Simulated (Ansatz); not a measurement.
## VSi₂ (P6₂22, No. 180)

Level of theory: PBE-D3(BJ) (Ansatz, a quantum-chemistry and plane-wave program, plane waves, PAW).

Settings: plane-wave cutoff 500 eV, no spin polarisation, scalar-relativistic PAW data made under PBE.

Cell: relaxed at this level.

equilibrium volume per atom: 12.25 Å³/atom
lattice parameter a: 4.497 Å
lattice parameter c: 6.296 Å

The computed numbers hold no vibrational or temperature effects.

Cost on a shared machine: very roughly 2.9 core-minutes.
